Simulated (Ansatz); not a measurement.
## Effective masses and thermopower of GeS$_{2}$ (P4_2/nmc)

Here is the system:

```xyz
6
Lattice="3.4498 0.0000 0.0000 0.0000 3.4498 0.0000 0.0000 0.0000 10.3366" Properties=species:S:1:pos:R:3 pbc="T T T"
Ge     0.0000     0.0000     5.1683
Ge     1.7249     1.7249     0.0000
S      0.0000     1.7249     8.9162
S      0.0000     1.7249     3.7479
S      1.7249     0.0000     6.5887
S      1.7249     0.0000     1.4204
```

Computed with PBEsol+D3BJ with spin-orbit coupling, rigid bands (plane waves, PAW; Ansatz, an electronic-structure program). Condition of this run: spin-orbit coupling switched on. How the cell was made: cell and atoms relaxed with PBEsol+d3bj.

| Item | Value |
|---|---|
| band gap | 1.05 eV |
| electron conductivity mass (300 K, dilute) | 0.194 (x), 0.194 (y), 0.30 (z) mₑ |
| hole conductivity mass (300 K, dilute) | 0.74 (x), 0.74 (y), 17.5 (z) mₑ |
| effective density of states N_c (300 K) | 2.5e18 cm⁻³ |
| effective density of states N_v (300 K) | 3.7e20 cm⁻³ |
| density-of-states mass, electrons | 0.21 mₑ |
| density-of-states mass, holes | 6.0 mₑ |
| Seebeck coefficient, n-type 1e19 cm⁻³, 300 K | -124 μV/K |
| Seebeck coefficient, p-type 1e19 cm⁻³, 300 K | 508 μV/K |
| best p-type power factor at 300 K for τ = 10 fs (best axis; densities from 1e16 to 1e21 cm⁻³ tried, whether or not they can be reached) | 50 μW/(cm·K²) at 3e20 cm⁻³ |

Rigid bands; masses and Seebeck coefficients take one relaxation time τ for all states and one kind of carrier; polarons and phonon drag are left out. Geometry: cell and atoms relaxed with PBEsol+D3(BJ).

Computed structure, not matched to a measured one here, so possibly hypothetical: GeS2 (P4_2/nmc).
